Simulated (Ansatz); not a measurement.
CaSnS3: tensor shear ε_xz = +0.72 %

The parent structure is CaSnS3 in the cubic perovskite structure (space group Pm-3m, No. 221; a = 4.945 Å; a model cell, its experimental status unchecked). Axes: x, y, z lie along the cube axes.

Modification: tensor shear ε_xz = +0.72 % (engineering shear γ = 0.0144); the atoms relax in the strained cell.

All numbers come from PBEsol, PAW, 420 eV (Ansatz, an electronic-structure program; without spin-orbit coupling). Γ-centred 10×10×10 mesh, Fermi–Dirac width 0.05 eV.

The space group goes from Pm-3m (No. 221) to Cmmm (No. 65) and the shortest interatomic distance is still 2.473 Å. The energy hardly moves and the pressure (mean of the normal stresses, compression positive) remains 0.0 GPa. The band gap stays zero and the stress (xx, yy, zz, yz, xz, xy; compression positive) is (0.0, 0.0, 0.0, 0.0, -0.2, 0.0) GPa (rough).

Final structure:

```xyz
5
Lattice="4.9451 0.0000 0.0356 0.0000 4.9451 0.0000 0.0356 0.0000 4.9451" Properties=species:S:1:pos:R:3 pbc="T T T"
Ca     0.0000     0.0000     0.0000
Sn     2.4904     2.4726     2.4904
S      0.0178     2.4726     2.4726
S      2.4726     2.4726     0.0178
S      2.4904     0.0000     2.4904
```

Without a gap, meshes like the base's 10×10×10 leave anisotropic stresses uncertain by several tenths of a GPa, and small strain energies with them. Whether these cells are dynamically stable was not tested. All final runs are without spin polarisation. Many cubic perovskites are stable only at high temperature; tilts and polar distortions were not tested.
